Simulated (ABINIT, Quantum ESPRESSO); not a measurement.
A Quantum ESPRESSO input for a self-consistent single point of TcRu (P-6m2, 2 atoms in the cell) (DFT, PBEsol, plane waves, PseudoDojo standard norm-conserving (PBESOL) pseudopotentials):

```fortran
&CONTROL
   calculation = 'scf'
   prefix = 'scf'
   outdir = './tmp'
   pseudo_dir = './'
   tprnfor = .true.
   tstress = .true.
/
&SYSTEM
   ibrav = 0
   nat = 2
   ntyp = 2
   ecutwfc = 85
   occupations = 'smearing'
   smearing = 'gaussian'
   degauss = 0.0099958
/
&ELECTRONS
   conv_thr = 1.0d-10
   mixing_beta = 0.4
/
ATOMIC_SPECIES
Tc    97.9072  Tc.upf
Ru   101.0700  Ru.upf
ATOMIC_POSITIONS {angstrom}
Tc    0.000000000    0.000000000    0.000000000
Ru    0.000000000    1.603089283    2.197417500
K_POINTS {automatic}
11 11 6  0 0 0
CELL_PARAMETERS {angstrom}
   2.776632087     0.000000000     0.000000000
  -1.388316044     2.404633925     0.000000000
   0.000000000     0.000000000     4.394835000
```

### Question
Give the ABINIT input for the same structure, mesh, smearing and functional.

### Answer
This is the input that was run; spellings and numerical settings could be chosen otherwise.

```
# TcRu, PseudoDojo nc-sr-04 PBEsol standard
pp_dirpath "./"
pseudos "Tc.upf, Ru.upf"
acell 3*1.0
rprim
         5.2470741937   -0.0000000382    0.0000000000
        -2.6235370637    4.5440995664    0.0000000000
         0.0000000000    0.0000000000    8.3050345129
natom 2
ntypat 2
znucl 43 44
typat 1 2
xcart
         0.0000000000    0.0000000000    0.0000000000
         0.0000000221    3.0293996982    4.1525172565
ecut 42 Ha
occopt 7
tsmear 0.136 eV
nband 22
kptopt 1
ngkpt 11 11 6
nshiftk 1
shiftk 0 0 0
nstep 80
tolvrs 1.0e-10
prtwf 0
prtden 0
enunit 2
```

Basis, cutoffs, solver keys and any potentials are the target program's own. This input uses DFT, PBEsol, plane waves, norm-conserving pseudopotentials (PseudoDojo nc-sr-04 PBEsol standard). Both were run: pressure -20.83 GPa in Quantum ESPRESSO and -20.85 in ABINIT.

On Quantum ESPRESSO: the starting cell comes from a database of computed structures (which also holds hypothetical and non-ambient phases and stackings), without a prior relaxation at this level. Its lattice was rescaled by a random factor within 2.5 % of one. Spin polarisation is off. With a pressure of about -21 GPa the cell is away from its equilibrium volume at this level.

On ABINIT: the starting cell comes from a database of computed structures (which also holds hypothetical and non-ambient phases and stackings), without a prior relaxation at this level. Its lattice was rescaled by a random factor within 2.5 % of one. Spin polarisation is off. With a pressure of about -21 GPa the cell is away from its equilibrium volume at this level.
